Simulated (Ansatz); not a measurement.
Method: PBE (plane waves to 420 eV, PAW; Ansatz, a program for electronic structure).

Electrostatic potential energy of an electron, averaged over planes parallel to the surface, in eV from the Fermi level, for a constructed model of the (0001) surface of hcp Re, a layer of Os in place of the second plane (bottom of the slab: a bare face, its two planes held):

(z (Å), V (eV)): (3.72, 5.07); (4.01, 5.06); (4.30, 5.06); (4.58, 5.06); (4.87, 5.05); (5.16, 5.03); (5.44, 4.99); (5.73, 4.91); (6.02, 4.74); (6.30, 4.40); (6.59, 3.70); (6.88, 2.28); (7.16, -0.64); (7.45, -7.21); (7.73, -16.42); (8.02, -22.81); (8.31, -23.46); (8.59, -18.07); (8.88, -9.12); (9.17, -2.60); (9.45, -2.62); (9.74, -9.16); (10.03, -18.18); (10.31, -23.67); (10.60, -23.08); (10.89, -16.70); (11.17, -7.58); (11.46, -2.04); (11.74, -2.58); (12.03, -9.30); (12.32, -18.23); (12.60, -23.62); (12.89, -22.93); (13.18, -16.49); (13.46, -7.52); (13.75, -2.64); (14.04, -4.71); (14.32, -12.98); (14.61, -20.99); (14.90, -24.23); (15.18, -21.08); (15.47, -13.11); (15.76, -4.64); (16.04, -1.78); (16.33, -5.01); (16.61, -12.53); (16.90, -19.05); (17.19, -21.33); (17.47, -18.32); (17.76, -11.53); (18.05, -4.95); (18.33, -4.42); (18.62, -11.46); (18.91, -19.84); (19.19, -24.10); (19.48, -22.13); (19.77, -14.85); (20.05, -5.64); (20.34, 0.02); (20.62, 2.57); (20.91, 3.84); (21.20, 4.46); (21.48, 4.77); (21.77, 4.92); (22.06, 5.00); (22.34, 5.03); (22.63, 5.05); (22.92, 5.06); (23.20, 5.06); (23.49, 5.07)

Slab: 6 atoms, 11.1 Å thick at the start; k 15x15x1, smearing 0.1 eV, dipole-corrected; 2 atoms held, the rest relaxed; held to the start's symmetry, so lower structures may exist; no spin, no spin-orbit, no U. It is one candidate, not shown to be the stable structure of the face.

The vacuum level lies 5.07 eV above the Fermi level over the top face and 5.07 eV above it under the bottom face.
